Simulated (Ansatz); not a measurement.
Hg (R-3m, No. 166, 1 atoms in the cell) was calculated with PBE-D3(BJ) (PAW; Ansatz, a first-principles code).

Output (set-up and result lines):

```
Crystal: 1 atoms, lattice volume = 25.150 Å³
Basis set: ecut = 520 eV, 669 PW (Γ), exchange–correlation on 48×48×48 points (8 copies of the dense FFT grid, shifted against one another)
Bands: 14, of which v1, the nominal top of the filled ones, is band 10 counted from 1 (9 counted from 0)
Symmetry: 12 space group operations
Space group: R-3m (ITA 166), of the structure as read, at distance tolerance 2.9e-5 Å
k-points: 781 of 8000
Functional: x = pbe(κ = 0.804, μ = 0.2195149727645171), c = pbe(β = 0.06672455060314922)
SCF iter   1: F=—  HF=-13813.834996 eV  |F-HF|=—  |Δ(HF+E_count)|=         —  Δρ=8.25e-4  dr2=6.12e-5
SCF iter   2: F=—  HF=-13813.835470 eV  |F-HF|=—  |Δ(HF+E_count)|=   4.73e-4  Δρ=4.86e-4  dr2=3.06e-5
  ...
SCF iter   6: F=—  HF=-13813.835502 eV  |F-HF|=—  |Δ(HF+E_count)|=   1.38e-8  Δρ=2.59e-6  dr2=1.67e-9
SCF iter   7: F=-13813.835502 eV  HF=-13813.835502 eV  |F-HF|=2.55e-11  |Δ(HF+E_count)|=  4.29e-10  Δρ=4.17e-7  dr2=3.14e-11
SCF 1 converged in 7 iterations: F = -13813.835502 eV  dr2 = 3.14e-11
SCF converged after 7 iterations
Free energy (F): -13813.835502 eV
Internal energy: -13813.832769 eV  (E = F + TS)
E sigma→0 (E₀):  -13813.834136 eV
Fermi energy:    13.704770 eV
--- Stress (GPa, compression-positive) ---
        0.010240       0.000000      -0.000845
       -0.000000       0.012121       0.000000
       -0.000845       0.000000       0.011741
  P = ⅓ Tr σ = 0.0114 GPa (0.114 kbar)
```

Write an input file that could have produced this run (the log leaves some choices open).

This is not unique; one that fits is 
Ansatz 0.2 input:
```yaml
crystal:
  lattice:
    - [2.4442464963, -1.8127548678, -0.0490773594]
    - [2.4442464963, 1.8127548678, -0.0490773594]
    - [1.1573361828, 0.0, 2.8148539381]
  atoms:
    - { symbol: Hg, position: [0.0, 0.0, 0.0] }
basis:
  ecutwfc: 520
  ecutrho_ratio: 4
  xc_grid: 2
kpoints:
  mp_grid: { grid: [20, 20, 20] }
hamiltonian:
  xc: pbe
  dispersion: d3bj
  pseudopotentials: { kind: paw }
scf:
  occupations: { method: fermi_dirac, width: 0.05 }
  convergence: { dr2_threshold: 0.0000000001 }
output:
  forces: false
  stress: true
  eigenvalues: true
```
